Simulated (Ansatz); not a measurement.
Take Ti₃Al (space group P6_3/mmc, No. 194; a = 5.747 Å, c = 4.632 Å) as the base.

The values are results of r2SCAN in Ansatz (plane waves to 500 eV, PAW, no spin-orbit coupling), not measurements.

One change was made to it. Results:

The c/a ratio goes up by 0.007 to 0.813; the volume per atom decreases by 0.40 Å³, from 16.56 Å³ to 16.16 Å³; the band gap is still zero.

Problem. Name the change that was made.
(A) Ti → Sc
(B) Al → Ga
(C) Al → In

Solution. B, Al → Ga. For comparison, the volume per atom in the other runs: Ti → Sc gives 21.71 Å³; Al → In gives 17.98 Å³.

Whether these cells are dynamically stable was not tested. For Sc3Al and Ti3In in this form, whether it has been made was not checked. The final runs are not spin-polarised. Sc3Al has a high density of states at the Fermi level and may be magnetic at this level.

Ansatz is a program for electronic structure.
